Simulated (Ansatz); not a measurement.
The reference is CdTe in the rock salt structure (space group Fm-3m, No. 225; a = 5.999 Å). Axes: x, y, z lie along the cube axes.

Level of theory: Ansatz (a first-principles code) PBEsol, no spin-orbit coupling.

Before the change:

* **Shortest interatomic distance**: 3.000 Å
* **Band gap**: zero

It is then changed as follows: a free-standing slab of 4 layers (8 atoms, 2 a layer) is cut normal to the z axis, with 15 Å of vacuum and the in-plane cell held at bulk.

What happens to the change of the spacing d12 from its bulk value of 3.000 Å, change of the spacing d23 from its bulk value of 3.000 Å, excess energy per area of both faces, shortest interatomic distance and band gap?

The change of the spacing d12 from its bulk value of 3.000 Å is -2.8 %; the change of the spacing d23 from its bulk value of 3.000 Å amounts to +3.8 %; the excess energy per area of both faces (slab less bulk energy over the cell's area: twice a surface energy) is 0.5 J/m² (uncertain by up to 0.07 J/m²); the shortest interatomic distance falls by 0.1013 Å (3.000 Å → 2.898 Å); the band gap remains zero.

Slab and bulk use different k-meshes, which limits the precision of the excess energy. Whether these cells are dynamically stable was not tested. The final runs are not spin-polarised. This is not the structure that CdTe has at room temperature and ambient pressure.
